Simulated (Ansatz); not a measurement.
A set of related cells and their density of states at the Fermi level.

Cell A: TaN (P-6m2), 2 atoms in the cell; this is a cell from a database of computed structures that this text hasn't matched to a measured one, k-point mesh 12×18×18 on the run's own vectors.
```xyz
2
Lattice="0.0000 0.0000 2.8846 2.9361 0.0000 0.0000 -1.4680 2.5427 0.0000" Properties=species:S:1:pos:R:3 pbc="T T T"
Ta     0.0000     0.0000     1.4423
N      1.4680     0.8476     0.0000
```

Cell B: TaN (rock salt, Fm-3m), 2 atoms in the cell, k-point mesh 14×14×14 on the run's own vectors.
```
CELL_PARAMETERS angstrom
      0.00000     2.19819     2.19819
      2.19819     0.00000     2.19819
      2.19819     2.19819     0.00000
ATOMIC_POSITIONS crystal
  Ta 0.50000 0.50000 0.50000
  N  0.00000 0.00000 0.00000
```

Plane-wave PAW calculations with Ansatz (a program for electronic structure), its default PAW set, cutoff 500 eV. The structures are at rest with r2SCAN. Neutral cells; Fermi-Dirac smearing of at most 0.05 eV in the solids, energies taken to zero width. The runs are scalar-relativistic, without spin-orbit coupling. A dispersion term ran beside these levels; it doesn't touch the electrons. Both spins, broadened by a Gaussian of 0.2 eV on the run's mesh.

**Question.** Give the density of states at the Fermi level (states/eV per atom) at the level r2SCAN, cell by cell.

**Answer.** 
```csv
cell,r2SCAN
A,0.03
B,0.41
```

With r2SCAN the value of B exceeds that of A by 0.38 states/eV per atom.
